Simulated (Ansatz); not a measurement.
The decay constant κ of evanescent states in the gap governs leakage through a thin film.

Consider the following.

```yaml
crystal:
  lattice:
    - [5.00476, 0.00000, 0.00000]
    - [0.00000, 5.21946, 0.00000]
    - [0.00000, 0.00000, 4.88171]
  atoms:
    - { symbol: Hf, position: [0.73252, 0.03301, 0.24144] }
    - { symbol: Hf, position: [0.26748, 0.96699, 0.74144] }
    - { symbol: Hf, position: [0.73252, 0.46699, 0.74144] }
    - { symbol: Hf, position: [0.26748, 0.53301, 0.24144] }
    - { symbol: O, position: [0.92865, 0.36787, 0.37927] }
    - { symbol: O, position: [0.07135, 0.63213, 0.87927] }
    - { symbol: O, position: [0.92865, 0.13213, 0.87927] }
    - { symbol: O, position: [0.07135, 0.86787, 0.37927] }
    - { symbol: O, position: [0.53988, 0.73395, 0.49229] }
    - { symbol: O, position: [0.46012, 0.26605, 0.99229] }
    - { symbol: O, position: [0.53988, 0.76605, 0.99229] }
    - { symbol: O, position: [0.46012, 0.23395, 0.49229] }
```

Space group of this cell: Pca2_1. The cell is strained (lengths along the current scaled by 0.97, ions clamped); by r2SCAN its mean pressure is 12.8 GPa.

Transport runs along the normal of the first two printed cell vectors.

The gap is the functional's own. No spin-orbit coupling. Mid-gap values are interpolated on the energy grid.

**Question.** Compute, with Ansatz (a quantum-chemistry and plane-wave program) with r2SCAN, the band gap and the smallest decay constant κ at mid-gap.

**Answer.** Gap 5.09 eV on a 6×6×6 mesh; κ = 0.404 1/Å, at the zone centre.
